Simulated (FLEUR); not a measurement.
Band structure of C (Fd-3m, 2 atoms in the cell).

```
C
1.0
    0.00000     1.78038     1.78038
    1.78038     0.00000     1.78038
    1.78038     1.78038     0.00000
C
2
Direct
  0.50000   0.50000   0.50000
  0.75000   0.75000   0.75000
```

Computed with PBE, all-electron FLAPW (FLEUR), scalar-relativistic valence.

Settings: Kmax = 4.4 1/bohr; GmaxXC = 15.4 1/bohr; xcFunctional = pbe; jspins = 1; l_soc = F; mode = hist; fermiSmearingEnergy = 0.00036749 Htr; mesh (inpgen div1-3) = 13 13 13; inpgen gamma flag = false; Gmax = 15.4 1/bohr; numbands = 0; maxIterBroyd = 15; imix = Anderson; alpha = 0.05.

The starting cell comes from a database of computed structures (which also holds hypothetical and non-ambient phases and stackings), without a prior relaxation at this level. Values depend on the basis (sphere radii, cutoffs, local orbitals), which need not be converged.

Levels in eV from the Fermi level, bands 1 to 6:
```json
[
 {"point": "Γ", "1": "-21.55", "2": "0.00", "3": "0.00", "4": "0.00", "5": "5.69", "6": "5.69"},
 {"point": "X", "1": "-12.81", "2": "-12.81", "3": "-6.33", "4": "-6.33", "5": "4.79", "6": "4.79"},
 {"point": "W", "1": "-12.02", "2": "-12.02", "3": "-8.36", "4": "-8.36", "5": "10.73", "6": "10.73"},
 {"point": "K", "1": "-13.02", "2": "-11.78", "3": "-9.35", "4": "-5.38", "5": "5.71", "6": "10.86"},
 {"point": "L", "1": "-15.76", "2": "-13.43", "3": "-2.78", "4": "-2.78", "5": "8.56", "6": "8.56"},
 {"point": "U", "1": "-13.02", "2": "-11.78", "3": "-9.35", "4": "-5.38", "5": "5.71", "6": "10.86"}
]
```
